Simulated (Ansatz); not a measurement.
Consider the following.

Host crystal: monoclinic ZrO2, with a band gap (PBE, scalar-relativistic without spin-orbit coupling).

End structure of NH3 on the 1x1 (100) surface of monoclinic ZrO2 (cut with top plane 2 O), one in a 1x1 cell, started at the site 'hollow O-O-O':

```xyz
28
Lattice="5.2418 0.0000 0.0000 0.0000 5.3788 0.0000 0.0000 0.0000 29.0000" Properties=species:S:1:pos:R:3 pbc="T T T"
O      1.0287     4.6930     9.7952
O      1.5922     2.0036     9.7952
Zr     0.3851     0.8845    10.8571
Zr     2.2357     3.5739    10.8571
O      3.8845     4.8514    11.6201
O      3.9781     2.1620    11.6201
O      1.2717     2.3532    12.3069
O      1.3492     5.0426    12.3069
Zr     2.9062     0.9371    13.0821
Zr     4.9565     3.6265    13.0821
O      3.4997     2.6974    14.1411
O      4.3629     5.3869    14.1411
O      0.8714     3.6227    14.8588
O      1.7348     0.9383    14.8552
Zr     0.2854     0.0027    15.9210
Zr     2.3480     2.6954    15.9141
O      3.8794     3.9855    16.7203
O      3.9620     1.2922    16.7125
O      1.2904     1.4630    17.3812
O      1.3538     4.1350    17.3587
Zr     3.0207     0.0445    18.2665
Zr     4.9092     2.7262    18.0613
O      3.8612     1.5745    19.2752
O      4.2937     4.2658    19.2513
N      1.5558    -0.0498    20.1534
H      1.9506    -0.7346    20.8027
H      1.5779     0.8480    20.6402
H      0.5636    -0.3090    19.9631
```

Set-up: 28 atoms, 9.4 Å thick at the start under the adsorbate (thin: gaps and levels are the slab's own); mesh 4x4x1; 0.01 eV smearing; dipole correction on; single point; no symmetry held, on the structure that PBE left; no spin, no spin-orbit, no U, no dispersion correction. At the end it is bonded to Zr. In PBE it is, or lies within 0.03 eV of, the lowest of the starts that converged; the order may differ at this level.

A negative adsorption energy means that the adsorbate is more stable on the surface than in its reference.

Question: What is the computed gap of the slab on its k-mesh (r2SCAN, at the PBE geometry (Ansatz, a first-principles code))?

Answer: 3.96 eV

Question: Estimate the highest filled level below the top vacuum level that r2SCAN, at the PBE geometry returns for this input.

Answer: 5.55 eV

Question: Give the adsorption energy against NH3(g) at the same level at the level r2SCAN, at the PBE geometry.

Answer: -1.45 eV

Question: Predict the change of the step from the bottom to the top vacuum level, against the clean slab from r2SCAN, at the PBE geometry.

Answer: -2.04 eV
